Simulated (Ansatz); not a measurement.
## Effect of pressure −1 GPa on BP

Start from BP in the zinc blende structure (space group F-43m, No. 216; a = 4.491 Å).

Now apply this change: hydrostatic tension (pressure −1 GPa).

Level of theory: LDA, PAW, 420 eV (Ansatz, a program for electronic structure; scalar-relativistic without spin-orbit coupling). Settings: 13×13×13 k-points, 0.05 eV Fermi–Dirac smearing.

The volume per atom rises by 0.06 Å³ (11.32 Å³ → 11.38 Å³) and the density shrinks by 0.02 g/cm³ (3.07 g/cm³ → 3.05 g/cm³). The lattice parameter a increases by 0.008 Å to 4.499 Å and the shortest interatomic distance increases by 0.004 Å (1.944 Å → 1.948 Å). The enthalpy H = E + PV relative to the base's energy is -0.07 eV/atom and the band gap hardly moves (1.14 eV against 1.15 eV). The gap character remains indirect, Γ → Γ–X (83 % along) and the smallest direct gap is nearly the same (3.43 eV against 3.42 eV). The width of the top valence band falls by 0.03 eV (5.67 eV → 5.64 eV) and the electron mass stays 1.3 mₑ along k, 0.22 mₑ across (off the special points). The hole mass (degenerate bands, along [100]) remains 0.25, 0.25, 0.36 mₑ (at Γ).

Cost of the whole job for the changed cell (relaxation, final SCF and bands): very roughly 8 core-seconds.

Load acts through the strain it causes; cell and atoms are relaxed under it. Masses are band curvatures over ±0.01 Å⁻¹ around the edge. Along k means along the line from Γ to the band edge. Stability against distortions was not tested.
